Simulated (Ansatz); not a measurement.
A self-consistent single point of Ir (Fm-3m, 1 atom in the cell) with Ansatz (a program for electronic structure).

Method of the run: PBE with spin-orbit coupling (plane waves, PAW; Ansatz).

```
CELL_PARAMETERS angstrom
      0.00000     1.92000     1.92000
      1.92000     0.00000     1.92000
      1.92000     1.92000     0.00000
ATOMIC_POSITIONS crystal
  Ir 0.00000 0.00000 0.00000
```

Reference input (self-consistent single point, DFT, PBE, plane waves, default PAW files): basis.ecutwfc = 420 eV; kpoints.mp_grid.grid = 10 10 10; hamiltonian.xc = pbe; hamiltonian.pseudopotentials = {kind: paw} (the program's default PAW files); scf.occupations.method = fermi_dirac; scf.occupations.width = 0.1 eV. This run's input differs from it in these lines:

Ansatz 0.2 input:
```diff
@@ -14,2 +14,5 @@
   pseudopotentials: { kind: paw }
+magnetization:
+  noncollinear: true
+  spin_orbit: true
 scf:
```

Output, abridged:

```
SCF iter   1: F=—  HF=-11967.252834 eV  |F-HF|=—  |Δ(HF+E_count)|=         —  Δρ=4.90e-2  dr2=2.29e-1  dr2_m=0.00e0 (ungated)  ethr=3.10e-3  |M|=0.00e0 ∫|m|=0.00e0 μB  |m|>n=0.0e0 m-floor=0.0e0 τ_xc=0.0e0  β_m=0.30  ⟨swp⟩=5.9  Hψ=2905  notcnv=0  defer=18
all-band conjugate gradients solve this SCF's bands
preconditioner: auto → none
   [... lines left out ...]
SCF iter   5: F=—  HF=-11967.178706 eV  |F-HF|=—  |Δ(HF+E_count)|=   4.35e-6  Δρ=6.04e-5  dr2=1.35e-7  dr2_m=0.00e0 (ungated)  ethr=1.07e-7  |M|=0.00e0 ∫|m|=0.00e0 μB  |m|>n=0.0e0 m-floor=0.0e0 τ_xc=0.0e0  β_m=0.85  ⟨swp⟩=2.3  Hψ=919  notcnv=0  defer=118
SCF iter   6: F=-11967.178706 eV  HF=-11967.178706 eV  |F-HF|=4.66e-10  |Δ(HF+E_count)|=   4.66e-8  Δρ=4.85e-6  dr2=1.11e-9  dr2_m=0.00e0 (ungated)  ethr=5.88e-10  |M|=0.00e0 ∫|m|=0.00e0 μB  |m|>n=0.0e0 m-floor=0.0e0 τ_xc=0.0e0  ⟨swp⟩=8.0  Hψ=2577  notcnv=0
SCF 1 converged in 6 iterations: F = -11967.178706 eV  dr2 = 1.11e-9
Magnetization: |M| = 0.0000 μB,  M = (+0.0000, +0.0000, +0.0000) μB
Absolute magnetization: 0.0000 μB (∫|m|)
  site 0: m = (+0.0000, +0.0000, +0.0000) μB, |m| = 0.0000 μB  (R = 1.12 Å)
Free energy (F): -11967.178706 eV
Internal energy: -11967.139644 eV  (E = F + TS)
E sigma→0 (E₀):  -11967.159175 eV
Entropy (-TS):   -0.039062 eV (-39.062 meV/atom)
Fermi energy:    25.954034 eV
--- Forces (eV/Å), atoms counted from 1 ---
  atom   1  Ir    -0.00000000     0.00000000     0.00000000
--- Stress (GPa, compression-positive) ---
        9.762352       0.000000       0.000000
        0.000000       9.762352       0.000000
        0.000000       0.000000       9.762352
  P = ⅓ Tr σ = 9.7624 GPa (97.624 kbar)
  The stress holds the Pulay correction. Without it, at fixed plane waves, as pw.x and ABINIT print it: P = 9.6735 GPa
```

The run converged in 6 iterations. Against the reference run the pressure goes from 9.08 to 9.76 GPa.

The starting cell has typed, rounded lattice constants, without a prior relaxation at this level. With a pressure of about 10 GPa the cell is away from its equilibrium volume at this level. Ansatz's pressure includes its estimate of the finite-basis (Pulay) stress.
